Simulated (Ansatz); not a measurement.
**What 2 layers does to HfN**

Base system: HfN in the rock salt structure (space group Fm-3m, No. 225; a = 4.526 Å). Axes: x, y, z lie along the cube axes.

One thing is altered: a free-standing slab of 2 layers (4 atoms, 2 a layer) is cut normal to the z axis, with 15 Å of vacuum and the in-plane cell held at bulk.

All numbers come from r2SCAN (Ansatz, a first-principles code), without spin-orbit coupling, earlier PAW set. Settings: 15×15×1 k-points, 0.05 eV Fermi–Dirac smearing, for the changed cell.

| quantity | base | changed | shift |
|---|---|---|---|
| layer's space group (with vacuum) | – | P4/nmm (No. 129) | – |
| band gap | zero | zero | – |
| excess energy per area of both faces (slab less bulk energy over the cell's area: twice a surface energy) (uncertain by up to 0.06 J/m²) | – | 3.3 J/m² | – |
| thickness between the outermost nuclei | – | 2.35 Å | – |

Final structure:

```xyz
4
Lattice="3.2003 0.0000 0.0000 0.0000 3.2003 0.0000 0.0000 0.0000 17.2630" Properties=species:S:1:pos:R:3 pbc="T T T"
N      0.8001    -0.8001     7.4560
Hf     2.4002     0.8001     7.5778
N      2.4002    -2.4002     9.8070
Hf     4.0004    -0.8001     9.6852
```

Slab and bulk use different k-meshes, which limits the precision of the excess energy. No phonon test of stability was made. All final runs are without spin polarisation. An odd electron count without spin: HfN.
